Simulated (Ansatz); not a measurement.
Input and output of a relaxation of cell and atoms for LuH₂ (Fm-3m, 3 atoms in the cell) (Ansatz, a program for electronic structure).

Level of theory: PBEsol, default PAW files made with PBE (plane waves; Ansatz).

The change in words: atoms on their sites; basis.ecutwfc: 420 eV → 630 eV; relax: default → cell and atoms. Reference geometry:
```
LuH2
1.0
    0.00000     2.50208     2.50208
    2.50208     0.00000     2.50208
    2.50208     2.50208     0.00000
Lu H
1 2
Direct
  0.00999   0.00999   0.99001
  0.25000   0.25000   0.25000
  0.75000   0.75000   0.75000
```

Reference input (self-consistent single point, DFT, PBEsol, plane waves, default PAW files made with PBE): basis.ecutwfc = 420 eV; kpoints.mp_grid.grid = 11 11 11; hamiltonian.xc = pbesol; hamiltonian.pseudopotentials = {kind: paw} (the program's default PAW files); scf.occupations.method = gaussian; scf.occupations.width = 0.1 eV. This run's input differs from it in these lines:

Ansatz 0.2 input:
```diff
@@ -6,3 +6,3 @@
   atoms:
-    - { symbol: Lu, position_ang: [-0.00000000, -0.00000000, 0.05000155] }
+    - { symbol: Lu, position_ang: [0.00000000, 0.00000000, 0.00000000] }
     - { symbol: H, position_ang: [1.25103950, 1.25103950, 1.25103950] }
@@ -10,3 +10,3 @@
 basis:
-  ecutwfc: 420.0 eV
+  ecutwfc: 630.0 eV
 kpoints:
@@ -18,2 +18,4 @@
   occupations: { method: gaussian, width: 0.1 eV }
+relax:
+  cell: {}
 output:
```

The program printed (abridged):

```
   [... SCF lines of the steps left out ...]
relax step   1: F+E_penalty+E_count = -14644.94596936 eV  Δ(F+E_penalty+E_count) = +0.000e0 eV  max|allowed force component| = 6.023e-20 eV/Å  Δτ_max = 0.0000 Å  P = -2.609 GPa  Ω = 31.328 Å³  (7 SCF iters, dr2 threshold 1.00e-7 eV, accepted)
relax step   2: F+E_penalty+E_count = -14644.92535888 eV  Δ(F+E_penalty+E_count) = +2.061e-2 eV  max|allowed force component| = 2.409e-19 eV/Å  Δτ_max = 0.0000 Å  P = +5.847 GPa  Ω = 28.867 Å³  energy of the carried Pulay correction = +4.206e-5 eV  [...]
   [... lines left out ...]
relax step   4: F+E_penalty+E_count = -14644.95319732 eV  Δ(F+E_penalty+E_count) = -4.171e-5 eV  max|allowed force component| = 1.536e-19 eV/Å  Δτ_max = 0.0000 Å  P = -0.004 GPa  Ω = 30.463 Å³  energy of the carried Pulay correction = +1.441e-5 eV  [...]
relax step   5: F+E_penalty+E_count = -14644.95318202 eV  Δ(F+E_penalty+E_count) = +1.530e-5 eV  max|allowed force component| = 2.891e-19 eV/Å  Δτ_max = 0.0000 Å  P = -0.003 GPa  Ω = 30.463 Å³  stress off target by 3.32e-3 GPa  SCF on the basis [...]
basis re-selected at this cell: Δ(F+E_penalty+E_count) = +1.530e-5 eV, ΔP = +0.001 GPa vs the last step
the relaxation is at rest under the 48 symmetry operations that the run kept from its start: a minimum is not shown …
Free energy (F): -14644.953182 eV
Internal energy: -14644.948723 eV  (E = F + TS)
E sigma→0 (E₀):  -14644.950952 eV
Entropy (-TS):   -0.004459 eV (-1.486 meV/atom)
Fermi energy:    13.780993 eV
--- Forces (eV/Å), atoms counted from 1 ---
  atom   1  Lu     0.00000000    -0.00000000     0.00000000
   [... zero for the other atoms too ...]
   [... lines left out ...]
  cell:  # Å, volume = 30.4626 Å³
   [... lines left out ...]
    - [2.4788248051869983, -5.095372371948001e-35, 2.4788248051869983]
    - [2.4788248051869983, 2.4788248051869983, 2.5476860164477947e-35]
  atoms:
    - { symbol: Lu, position: [-5.345360199533723e-37, -3.7438401710015485e-36, 4.8254403988759504e-36] }
    - { symbol: H, position: [0.24999999999999997, 0.24999999999999997, 0.24999999999999997] }
    - { symbol: H, position: [0.75, 0.75, 0.75] }
```

The run converged. 

Summary of the result:
```
Item                                                                               Value
-----------------------------------------------  ---------------------------------------
Free energy E − TS (on the zero of these files)                           -14644.9532 eV
Fermi level (on the code's own zero)                                            13.78 eV
Pressure                                                                        0.00 GPa
Final cell                                       a = b = c = 3.506 Å, α = β = γ = 60.00°
Final volume per atom                                                           10.15 Å³
Relaxation steps                                                                       5
```

The starting cell comes from a database of computed structures (which also holds hypothetical and non-ambient phases and stackings), without a prior relaxation at this level. Its lattice was rescaled by up to half a per cent. The relaxation keeps the symmetry of its start, so its end need not be a minimum. Ansatz's pressure includes its estimate of the finite-basis (Pulay) stress.
